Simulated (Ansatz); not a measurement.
PtAl2 (Fm-3m) against Mo in narrow wires

PtAl2 (Fm-3m) has a bulk resistivity ρ₀ of 7.27 μΩ·cm and a mean free path ℓ of 12.8 nm. Mo (Im-3m) has a bulk resistivity ρ₀ of 5.77 μΩ·cm and a mean free path ℓ of 12.2 nm. Both at 300 K by PBE, DFPT electron-phonon coupling, linearised Boltzmann equation (plane waves, PAW, scalar-relativistic; Ansatz, a program for electronic structure); third figures are kept for the arithmetic, and halving the electron mesh moves ρ₀ by up to 3 and 1 % at 300 K, and ℓ by up to 2 and 2 % (the most at any temperature). Cell of PtAl2 (Fm-3m): a = 4.204 Å, b = 4.204 Å, c = 4.204 Å, α = 60.00°, β = 60.00°, γ = 60.00°. Remarks on PtAl2 (Fm-3m): eigensolver warning. On Mo: eigensolver warning.

Square wire of width d: ρ − ρ₀ = ρ₀ℓ × [0.75(1 − p)/d + 1.5R/((1 − R)D)], with p = 0.2, R = 0.2, D = d.

Problem. Reduce the formula and give each metal's size term.

Solution. With D = d the size term is Kρ₀ℓ/d, K = 0.75 × 0.8 + 1.5 × 0.2/0.80 = 0.975. PtAl2 (Fm-3m): ρ₀ℓ = 9.3×10⁻¹⁶ Ω·m², ρ = 7.27 + 91/d. Mo: 7.04×10⁻¹⁶ Ω·m², ρ = 5.77 + 68.6/d (μΩ·cm, d in nm).

Problem. By these numbers, below which width does PtAl2 (Fm-3m) have the lower resistivity?

Solution. Nowhere: neither ρ₀ nor ρ₀ℓ of PtAl2 (Fm-3m) lies under that of Mo.

Problem. Tabulate ρL/d² for L = 1 μm against the trench width w. Take w = 14, 20, 24, 30 nm.

Solution. 
| w (nm) | ρ, PtAl2 (Fm-3m) (μΩ·cm) | Ω/μm, PtAl2 (Fm-3m) | ρ, Mo (μΩ·cm) | Ω/μm, Mo |
|---|---|---|---|---|
| 14 | 13.8 | 700 | 10.7 | 540 |
| 20 | 11.8 | 300 | 9.2 | 230 |
| 24 | 11.1 | 192 | 8.6 | 150 |
| 30 | 10.3 | 114 | 8.1 | 90 |

The line of Mo has the lower resistance at w = 14, 20, 24, 30 nm.

The formula is the first-order form of the Fuchs-Sondheimer and Mayadas-Shatzkes models for a square wire of an isotropic metal and fails where d lies far under ℓ. Specularity, reflection and grain size are typed assumptions. ℓ is weighted by the current that each state carries; one path shared by all states gives a smaller ρ₀ℓ, by an amount that differs from metal to metal. ρ₀ is phonon-limited: no impurities, no disorder, and the values belong to this polymorph, stable or not.

The missing spin-orbit coupling matters most for PtAl2 (Fm-3m).
